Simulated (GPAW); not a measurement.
Worked example: self-consistent single point of Se (P3_121, 3 atoms in the cell) in GPAW.

Computed with PBEsol, GPAW PAW datasets PBEsol (made by gpaw-setup) (plane waves; GPAW).

```
CELL_PARAMETERS angstrom
      2.21035    -3.82843     0.00000
      2.21035     3.82843     0.00000
      0.00000     0.00000     5.00742
ATOMIC_POSITIONS crystal
  Se 0.00000 0.22500 0.66667
  Se 0.77500 0.77500 0.00000
  Se 0.22500 0.00000 0.33333
```

Reference input (self-consistent single point, DFT PBE, plane waves, GPAW PAW datasets PBE (gpaw-data 1.0.1)): mode = pw; ecut = 550 eV; xc = PBE; kpts = 6 6 5; mesh shift (steps) = 0 0 0; occupations.name = fermi-dirac; occupations.width = 0.01 eV; nbands = -4; convergence.forces = 0.001 eV/Å; convergence.bands = -2; symmetry.symmorphic = false; symmetry.tolerance = 0.0005. This run's input differs from it in these lines:

```diff
@@ -14,3 +14,3 @@
 calc = GPAW(mode={'name': 'pw', 'ecut': 550},
-            xc='PBE',
+            xc='PBEsol',
             kpts={'size': (6, 6, 5), 'gamma': True},
```

Its files differ too (potentials: GPAW PAW datasets PBEsol (made by gpaw-setup)).

Log, with long lists cut:

```
     iter     time        total  log10-change:
                         energy   eigst   dens  force
iter:   1 --:--:--   -11.511538   -0.03
iter:   2 --:--:--   -11.516061   -1.33  -1.11
iter:   3 --:--:--   -11.438661   -2.08  -1.14
iter:   4 --:--:--   -11.432195   -2.52  -1.47
iter:   5 --:--:--   -11.424485   -3.17  -2.02
iter:   6 --:--:--   -11.425678c  -4.03  -2.55
iter:   7 --:--:--   -11.424504c  -4.18  -2.35
iter:   8 --:--:--   -11.424463c  -4.65  -2.94
iter:   9 --:--:--   -11.424461c  -5.59  -3.51
iter:  10 --:--:--   -11.424463c  -5.95  -3.57
iter:  11 --:--:--   -11.424463c  -6.29  -4.02c
iter:  12 --:--:--   -11.424463c  -6.79  -4.04c
iter:  13 --:--:--   -11.424463c  -7.31  -4.28c
iter:  14 --:--:--   -11.424463c  -7.70c -4.32c
iter:  15 --:--:--   -11.424463c  -8.09c -4.35c -2.92
iter:  16 --:--:--   -11.424463c  -8.51c -4.49c -3.49c
Converged after 16 iterations.

Dipole moment: (-0.000000, 0.000000, 0.000000) |e|*Ang

Energy contributions relative to reference atoms: (reference = -198174.994815)

Kinetic:        +11.536223
Potential:      -12.478222
External:        +0.000000
XC:             -10.463407
Entropy (-ST):   -0.000000
Local:           -0.019057
SIC:             +0.000000
--------------------------
Free energy:    -11.424463
Extrapolated:   -11.424463

Showing only first 2 kpts
 Kpt  Band  Eigenvalues  Occupancy
  0     7      2.01377    2.00000
  0     8      3.58869    2.00000
  0     9      5.74701    0.00000
  0    10      5.74701    0.00000

  1     7      2.34628    2.00000
  1     8      3.30711    2.00000
  1     9      5.45331    0.00000
  1    10      5.50611    0.00000

Fermi level: 4.45842

Gap: 1.255 eV
Transition (v -> c):
   [... lines left out ...]
Direct gap: 1.403 eV
Transition at: (s=0, k=18, n=8, [0.33, 0.33, 0.40])
Energy (eV): -11.424463

Forces in eV/Ang:
  0 Se   -0.01138   -0.01971    0.00000
  1 Se    0.02276    0.00000    0.00000
  2 Se   -0.01138    0.01971   -0.00000

Stress tensor:
     0.010666     0.000000     0.000000
     0.000000     0.010666     0.000000
     0.000000     0.000000     0.008162
Stress (GPa, Voigt): [1.7088 1.7088 1.3077 0.     0.     0.    ]
```

The run converged in 16 iterations. GPAW prints stress with tension positive. Against the reference run the pressure goes from 0.87 to -1.58 GPa, the largest force goes from 0.087 to 0.023 eV/Å and the gap on the mesh goes from 1.332 to 1.255 eV.

The starting cell has typed, rounded lattice constants, without a prior relaxation at this level. Its lattice was rescaled by a random factor within 2.5 % of one.
